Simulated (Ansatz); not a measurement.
We consider CsSnI3 (Pnma, No. 62, 20 atoms in the cell), described by G0W0@PBEsol+SOC (hard PAW, contour deformation, complete-basis limit, spin–orbit shift from PBEsol; Ansatz, a program for electronic structure).

Run with largest k mesh 2×4×2 (not extrapolated in the mesh).

Cell (measured lattice):

```
CsSnI3
1.0
   10.34950     0.00000     0.00000
    0.00000     4.76320     0.00000
    0.00000     0.00000    17.68400
Cs I Sn
4 12 4
Direct
  0.91383   0.75000   0.66957
  0.58617   0.25000   0.16957
  0.41383   0.75000   0.83043
  0.08617   0.25000   0.33043
  0.53063   0.75000   0.61820
  0.96937   0.25000   0.11820
  0.03063   0.75000   0.88180
  0.46937   0.25000   0.38180
  0.16658   0.75000   0.50068
  0.33342   0.25000   0.00068
  0.66658   0.75000   0.99932
  0.83342   0.25000   0.49932
  0.20395   0.25000   0.70871
  0.29605   0.75000   0.20871
  0.70395   0.25000   0.79129
  0.79605   0.75000   0.29129
  0.34301   0.25000   0.56297
  0.15699   0.75000   0.06297
  0.84301   0.25000   0.93703
  0.65699   0.75000   0.43703
```

Q: Predict the band gap.

A: 
* **band gap**: 2.96 eV

Note: filled d or f shells below the valence bands can shift G0W0 gaps through exchange with them, which wasn't tested here; the correction to the complete basis was taken at k points off the band edges; spin–orbit coupling enters as the shift of the gap found with a semilocal functional; cell and atoms aren't relaxed at this level.

Static lattice: no zero-point or thermal effects.
